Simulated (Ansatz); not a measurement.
Worked calculations on one periodic cell of amorphous Zr20O41Zn: Zr20O41Zn, 62 atoms, volume 796.9 Å³, made by a melt-quench on the CHGNet potential and relaxed with DFT. O atoms were pushed apart under 1.9 Å during the dynamics, to hinder bonds among them. It is a model cell: composition and starting density were chosen by hand, and all elements were melted together. Cycles of charging were run to anneal it. All values below come from PBE, scalar-relativistic without spin-orbit coupling (plane waves to 420 eV, PAW; Ansatz, an electronic-structure program). Sampling: a 2×2×2 Γ-centred mesh; Fermi-Dirac width 0.02 eV; no spin polarisation. Its volume was held where the quench left it, its shape was free, and it stands at a mean pressure of 0.3 GPa with stress components up to 0.3 GPa; the relaxation ran on the zone centre alone. Its density went from a set 5.30 to 5.30 g/cm³. The cell is small and was quenched far faster than a real film, so it is one sample of the glass.

Question: Count formal charges (Zr +4, O -2, Zn +2). What does the count lead one to expect at the Fermi level, and what does the calculation give?

Answer: 20 × (+4) + 41 × (-2) + 1 × (+2) = 0. The charges balance, so the anion-derived valence states can be full and a gap can open. On this mesh the highest filled and lowest empty level lie 3.48 eV apart, the PBE gap of this cell, with a localised state at one edge or both.

Four energies for an added electron at PBE on the zone centre alone (charged cells in a uniform background, spin-polarised): neutral at the neutral geometry -110356.445 eV; charged at the neutral geometry -110343.843 eV; charged and relaxed -110344.095 eV; neutral at the charged geometry -110355.986 eV.

Question: Find the two relaxation energies and their sum, the reorganisation energy.

Answer: On charging: -110343.843 − (-110344.095) = 0.252 eV. On discharging: -110355.986 − (-110356.445) = 0.459 eV. The sum is 0.711 eV. The carrier's level spreads over 8 of the 62 atoms' worth, so it counts as partly localised, most on one Zr atom with neighbours O 2.13 Å, O 2.16 Å, O 2.17 Å, O 2.18 Å, O 2.20 Å, O 2.23 Å, O 2.29 Å (neutral geometry). The values are uncorrected: the image energy of a point charge in this cell, 2.84 × 14.40 / (2 × 9.3) = 2.2 eV before screening, is screened by electrons alone at the fixed geometry and by ions too after relaxing, and the carrier can be spread before it relaxes, so each term can be off by up to that value times 1/ε∞, some tenths of an eV. PBE's self-interaction favours spread-out carriers, so a hybrid can localise more.

Four energies for a hole at PBE on the zone centre alone (charged cells in a uniform background, spin-polarised): neutral at the neutral geometry -110356.445 eV; charged at the neutral geometry -110365.395 eV; charged and relaxed -110365.765 eV; neutral at the charged geometry -110355.425 eV.

Question: Find the two relaxation energies and their sum, the reorganisation energy.

Answer: On charging: -110365.395 − (-110365.765) = 0.370 eV. On discharging: -110355.425 − (-110356.445) = 1.020 eV. The sum is 1.390 eV. The carrier's level spreads over 3 of the 62 atoms' worth, so it counts as localised, most on one O atom with neighbours Zr 2.03 Å, Zr 2.04 Å (neutral geometry). The values are uncorrected: the image energy of a point charge in this cell, 2.84 × 14.40 / (2 × 9.3) = 2.2 eV before screening, is screened by electrons alone at the fixed geometry and by ions too after relaxing, and the carrier can be spread before it relaxes, so each term can be off by up to that value times 1/ε∞, some tenths of an eV. PBE's self-interaction favours spread-out carriers, so a hybrid can localise more.
